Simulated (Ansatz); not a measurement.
Start from Re in the diamond structure (space group Fd-3m, No. 227; a = 5.594 Å; a hypothetical phase, not in the database extracts checked; relaxed with 0.1 eV smearing). Axes: x, y, z lie along the cube axes.

It is then changed as follows: tensile biaxial strain of 0.62 % in the plane normal to [001], as in epitaxy on a mismatched substrate; the out-of-plane cell vector and the atoms relax.

Levels (all Ansatz, a program for electronic structure, PAW): PBEsol (420 eV, no SOC); PBEsol+SOC (420 eV, with spin-orbit coupling).

The geometry is relaxed with PBEsol.

```
Item               Result
---------------  --------
PBEsol pressure  -0.3 GPa
```

With PBEsol+SOC at the same geometry, the pressure increases by 0.55 GPa (-0.3 GPa → 0.2 GPa).

Single points use the geometry relaxed with PBEsol. Differences between runs with and without spin-orbit coupling are approximate. No phonon test of stability was made. The runs without spin-orbit coupling are not spin-polarised.
